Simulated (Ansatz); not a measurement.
Name crystals whose band gap lies between 2 and 3.2 eV and whose hole conductivity mass lies between 1.25 and 1.95 mₑ, by PBEsol, rigid bands in Ansatz (an electronic-structure program).

Many crystals can fit; among those computed here:
- RbLaS$_{2}$ (R-3m): 2.52 eV, 1.56 mₑ
- SrO (Fm-3m): 3.20 eV, 1.33 mₑ
- SiS2 (I-42d): 2.90 eV, 1.26 mₑ

Masses are for dilute carriers at 300 K, harmonic means over directions unless an axis is named. Spin-orbit coupling is left out.

Formula and space group known from diffraction (Crystallography Open Database), not checked to be the room-temperature form: RbLaS2 (R-3m), SiS2 (I-42d).
